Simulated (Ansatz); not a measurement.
We consider SnS (F-43m, No. 216, 2 atoms in the cell; start mp-10013; a measured phase of this formula has another space group), described by LDA in Ansatz (PAW).

Run with plane-wave cutoff 520 eV, 10×10×10 k mesh, Fermi–Dirac smearing 0.01 eV, scalar-relativistic PAW data made under PBE.

Cell (relaxed at this level):

```
CELL_PARAMETERS angstrom
      0.00000     3.17420     3.17420
      3.17420     0.00000     3.17420
      3.17420     3.17420     0.00000
ATOMIC_POSITIONS crystal
  Sn 0.00000 0.00000 0.00000
  S  0.25000 0.25000 0.25000
```

Task: Predict the bulk modulus B0.

Result: 
- bulk modulus B0 = 40.3 GPa

The run finds no gap.

Note: the bulk modulus is −V dP/dV from two relaxed cells at ±2 % in volume; the relaxation could not lower the start's symmetry, so the cell can be a saddle point above a distorted one.

Spin–orbit coupling is not included; it can open a gap where bands touch, and shift volumes and moduli.

A start named mp-… is a Materials Project structure, which need not be a measured phase.

Ansatz is an electronic-structure program.
